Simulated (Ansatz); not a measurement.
The structure below was relaxed with plane-wave PAW DFT at the PBE level (Ansatz, a program for electronic structure, 420 eV), no spin-orbit coupling.

Space group R3m, hexagonal axes (No. 160); a = 3.537 Å, b = 3.537 Å, c = 17.936 Å, α = 90.00°, β = 90.00°, γ = 120.00°

```
atom  site  symmetry       x       y       z
----  ----  --------  ------  ------  ------
P       3a        3m  0.0000  0.0000  0.6344
P       3a        3m  0.0000  0.0000  0.1122
B       3a        3m  0.0000  0.0000  0.0020
Al      3a        3m  0.0000  0.0000  0.5015
```

Q: Write out a cell with all atoms.

A: 
```xyz
12
Lattice="3.5369 0.0000 0.0000 -1.7684 3.0630 0.0000 0.0000 0.0000 17.9362" Properties=species:S:1:pos:R:3 pbc="T T T"
P      0.0000     2.0420     5.3992
P      0.0000     0.0000     2.0120
B      0.0000     0.0000     0.0360
Al     0.0000     2.0420     3.0156
P      0.0000     0.0000    11.3779
P      1.7684     1.0210     7.9908
B      1.7684     1.0210     6.0147
Al     0.0000     0.0000     8.9943
P      1.7684     1.0210    17.3566
P      0.0000     2.0420    13.9695
B      0.0000     2.0420    11.9934
Al     1.7684     1.0210    14.9730
```
This is the conventional cell.

These are small ordered cells, not random alloys; other orderings at the same x differ. Stability against distortions was not tested. The cell was made from AlP by this change: x(B) = 0.5, 4 atoms, R3m.
